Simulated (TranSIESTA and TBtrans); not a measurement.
**Si chain bridged by a linear C6 unit along the axis**

Junction: Si chain bridged by a linear C6 unit along the axis. Leads: straight Si chain, spacing 2.25 Å. Geometry: 8 atoms about the centre moved by SIESTA (PBE, DZP) to a largest force of 0.03 eV/Å, all others as built, motion along the axis alone.

TranSIESTA and TBtrans, PBE, DZP numerical orbitals (energy shift 0.15 eV), PseudoDojo norm-conserving scalar-relativistic potentials, mesh cutoff 200 Ry, 300 K, no spin polarisation, no spin-orbit coupling; self-consistent non-equilibrium Green functions.

* **Conductance at 300 K (G0 = 2e²/h)**: 1.84
* **Mean T from −0.5 to 0.5 eV**: 1.79

Energies count from the leads' Fermi level. Transmissions are for one spin of a degenerate pair. The energy step is 0.01 eV; narrower resonances are cut or missed.

```tsv
E (eV)	T	lead channels
-2.00	0	0
-1.80	0	0
-1.60	0	0
-1.40	0	0
-1.20	0.015	band edge
-1.00	1.01	3
-0.80	1.23	3
-0.60	1.33	3
-0.40	1.53	3
-0.20	1.73	3
0.00	1.85	3
0.20	1.90	3
0.40	1.93	3
0.60	1.96	3
0.80	1.99	3
1.00	1.99	3
1.20	1.96	3
1.40	1.90	3
1.60	1.84	3
1.80	1.81	3
2.00	1.81	3
```

The straight chain is held at its spacing; free chains may zigzag or dimerise. No spin-polarised start was tried, so a magnetic state, if there is one, is missed.
